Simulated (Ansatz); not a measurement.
Take HfN in the rock salt structure (space group Fm-3m, No. 225; a = 4.502 Å; relaxed with 0.1 eV smearing) as the base. Axes: x, y, z lie along the cube axes.

The change: biaxial strain −3.00 %, plane normal [001], relaxed out of plane (Cartesian); in-plane vectors clamped, the third vector and the atoms free.

Levels (all Ansatz, a first-principles code, PAW): PBEsol (420 eV, without spin-orbit coupling); r2SCAN (500 eV, no spin-orbit coupling).

The geometry is relaxed with PBEsol.

```
Quantity            Value
---------------  --------
PBEsol pressure  17.1 GPa
```

With r2SCAN at the same geometry, the pressure rises by 5.5 GPa (17.1 GPa → 22.6 GPa).

Single points use the geometry relaxed with PBEsol. Their cutoffs differ, which shifts pressures a little. Stability against distortions was not tested. The final runs are not spin-polarised. An odd electron count without spin: HfN.
